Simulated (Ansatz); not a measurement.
Input and output of a self-consistent single point for LiBr (Fm-3m, 2 atoms in the cell) (Ansatz, a first-principles code).

Method of the run: PBE with spin-orbit coupling (plane waves, PAW; Ansatz).

```
CELL_PARAMETERS angstrom
      0.00000     2.75000     2.75000
      2.75000     0.00000     2.75000
      2.75000     2.75000     0.00000
ATOMIC_POSITIONS crystal
  Li 0.00000 0.00000 0.00000
  Br 0.50000 0.50000 0.50000
```

Reference input (self-consistent single point, DFT, PBE, plane waves, default PAW files): basis.ecutwfc = 30.9 Ry; kpoints.mp_grid.grid = 10 10 10; hamiltonian.xc = pbe; hamiltonian.pseudopotentials = {kind: paw} (the program's default PAW files); scf.occupations.method = fermi_dirac; scf.occupations.width = 0.0037 Ry. This run's input differs from it in these lines:

Ansatz 0.2 input:
```diff
@@ -15,2 +15,5 @@
   pseudopotentials: { kind: paw }
+magnetization:
+  noncollinear: true
+  spin_orbit: true
 scf:
```

Log, with long lists cut:

```
SCF iter   1: F=—  HF=-2991.349000 eV  |F-HF|=—  |Δ(HF+E_count)|=         —  Δρ=2.24e-2  dr2=1.58e-1  dr2_m=0.00e0 (ungated)  ethr=3.10e-3  |M|=0.00e0 ∫|m|=0.00e0 μB  |m|>n=0.0e0 m-floor=0.0e0 τ_xc=0.0e0  β_m=0.30  ⟨swp⟩=7.0  Hψ=2563  notcnv=0  defer=2
all-band conjugate gradients solve this SCF's bands
preconditioner: auto → none
   [... lines left out ...]
SCF iter   5: F=—  HF=-2991.316378 eV  |F-HF|=—  |Δ(HF+E_count)|=   2.69e-5  Δρ=8.48e-5  dr2=5.57e-6  dr2_m=0.00e0 (ungated)  ethr=2.15e-7  |M|=0.00e0 ∫|m|=0.00e0 μB  |m|>n=0.0e0 m-floor=0.0e0 τ_xc=0.0e0  β_m=0.78  ⟨swp⟩=2.0  Hψ=580  notcnv=0  defer=140
SCF iter   6: F=-2991.316376 eV  HF=-2991.316376 eV  |F-HF|=9.76e-9  |Δ(HF+E_count)|=   1.67e-6  Δρ=9.19e-6  dr2=3.90e-8  dr2_m=0.00e0 (ungated)  ethr=1.00e-9  |M|=0.00e0 ∫|m|=0.00e0 μB  |m|>n=0.0e0 m-floor=0.0e0 τ_xc=0.0e0  ⟨swp⟩=9.2  Hψ=2754  notcnv=0
SCF 1 converged in 6 iterations: F = -2991.316376 eV  dr2 = 3.90e-8
Magnetization: |M| = 0.0000 μB,  M = (+0.0000, +0.0000, +0.0000) μB
Absolute magnetization: 0.0000 μB (∫|m|)
  site 0: m = (+0.0000, +0.0000, +0.0000) μB, |m| = 0.0000 μB  (R = 1.13 Å)
  site 1: m = (+0.0000, +0.0000, +0.0000) μB, |m| = 0.0000 μB  (R = 1.13 Å)
Free energy (F): -2991.316376 eV
Internal energy: -2991.316376 eV  (E = F + TS)
E sigma→0 (E₀):  -2991.316376 eV
Fermi energy:    4.668015 eV
--- Forces (eV/Å), atoms counted from 1 ---
  atom   1  Li     0.00000000    -0.00000000     0.00000000
  atom   2  Br    -0.00000000     0.00000000     0.00000000
--- Stress (GPa, compression-positive) ---
        0.164646       0.000000      -0.000000
       -0.000000       0.164646      -0.000000
       -0.000000      -0.000000       0.164646
  P = ⅓ Tr σ = 0.1646 GPa (1.646 kbar)
  The stress holds the Pulay correction. Without it, at fixed plane waves, as pw.x and ABINIT print it: P = 0.1568 GPa
```

The run converged in 6 iterations. Against the reference run the pressure stays at 0.16 GPa and the gap on the mesh goes from 4.937 to 4.765 eV.

The starting cell has typed, rounded lattice constants, without a prior relaxation at this level. Ansatz's pressure includes its estimate of the finite-basis (Pulay) stress.
